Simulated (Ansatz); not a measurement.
LuSi (Cmcm, No. 63; cell taken from a computed entry) was calculated with PBEsol (PAW; Ansatz, an electronic-structure program).

Input:

Ansatz 0.2 input:
```yaml
crystal:
  lattice:
    - [2.0339615543, -5.0452898927, 0.0]
    - [2.0339615543, 5.0452898927, 0.0]
    - [0.0, 0.0, 3.6958564194]
  atoms:
    - { symbol: Lu, position: [0.8594494153, 0.1405505847, 0.25] }
    - { symbol: Lu, position: [0.1405505847, 0.8594494153, 0.75] }
    - { symbol: Si, position: [0.5791235196, 0.4208764804, 0.25] }
    - { symbol: Si, position: [0.4208764804, 0.5791235196, 0.75] }
basis:
  ecutwfc: 520
  ecutrho_ratio: 4
  xc_grid: 2
kpoints:
  mp_grid: { grid: [14, 14, 14] }
hamiltonian:
  xc: pbesol
  dispersion: none
  pseudopotentials: { azcp: { folder: ./paw }, kind: paw }
scf:
  occupations: { method: fermi_dirac, width: 0.05 }
output:
  forces: true
  stress: true
  eigenvalues: true
relax:
  f_tol: 0.004
  escape_saddle: false
  max_steps: 80
  cell: { stress_tol: 0.02, fix: [volume] }
```

Output (set-up and result lines):

```
Relaxation: its limit of steps is 80 (relax.max_steps)
Crystal: 4 atoms, lattice volume = 75.853 Å³
Basis set: ecut = 520 eV, 2033 PW (Γ), exchange–correlation on 90×90×60 points (8 copies of the dense FFT grid, shifted against one another)
Bands: 35, of which v1, the nominal top of the filled ones, is band 29 counted from 1 (28 counted from 0)
Symmetry: 8 space group operations
Space group: Cmcm (ITA 63), of the structure as read, at distance tolerance 4.2e-5 Å
k-points: 456 of 2744
Initial density: superposition of atomic densities (chi_scale 0.1, normalization cell, long waves kept (reshape's long-wave potential 0.00 eV rms))
Functional: x = pbesol(κ = 0.804, μ = 0.12345679012345678), c = pbesol(β = 0.046)
SCF iter   1: F=—  HF=-30470.758733 eV  |F-HF|=—  |Δ(HF+E_count)|=         —  Δρ=2.61e-2  dr2=3.65e-1
SCF iter   2: F=—  HF=-30470.693898 eV  |F-HF|=—  |Δ(HF+E_count)|=   6.48e-2  Δρ=1.53e-2  dr2=1.34e-1
  ...
SCF 1 converged in 9 iterations: F = -30470.654589 eV  dr2 = 2.97e-8
Crystal: 4 atoms, lattice volume = 75.853 Å³
Initial density: handed on by an earlier stage of this run
SCF 2 converged in 7 iterations: F = -30470.654030 eV  dr2 = 1.44e-8
Crystal: 4 atoms, lattice volume = 75.853 Å³
SCF 3 converged in 10 iterations: F = -30470.654647 eV  dr2 = 1.28e-12
Crystal: 4 atoms, lattice volume = 75.853 Å³
SCF iter   4: F=—  HF=-30470.654647 eV  |F-HF|=—  |Δ(HF+E_count)|=  7.28e-12  Δρ=1.81e-7  dr2=1.30e-11
SCF iter   5: F=-30470.654647 eV  HF=-30470.654647 eV  |F-HF|=7.28e-12  |Δ(HF+E_count)|=  1.46e-11  Δρ=2.92e-8  dr2=5.61e-13
SCF 4 converged in 5 iterations: F = -30470.654647 eV  dr2 = 5.61e-13
SCF converged after 5 iterations
Free energy (F): -30470.654647 eV
Internal energy: -30470.638770 eV  (E = F + TS)
E sigma→0 (E₀):  -30470.646709 eV
Fermi energy:    14.335961 eV
--- Forces (eV/Å), atoms counted from 1 ---
  atom   1  Lu     0.00000000    -0.00027543     0.00000000
  atom   2  Lu     0.00000000     0.00027543     0.00000000
  atom   3  Si     0.00000000    -0.00363817     0.00000000
  atom   4  Si     0.00000000     0.00363817     0.00000000
--- Stress (GPa, compression-positive) ---
        2.161608       0.000000       0.000000
        0.000000       2.174738       0.000000
        0.000000       0.000000       2.183153
  P = ⅓ Tr σ = 2.1732 GPa (21.732 kbar)
```

The cell is one volume of an energy–volume scan, off the minimum.

The PAW data were made under PBE.

Note: the relaxation could not lower the start's symmetry, so the cell can be a saddle point above a distorted one.
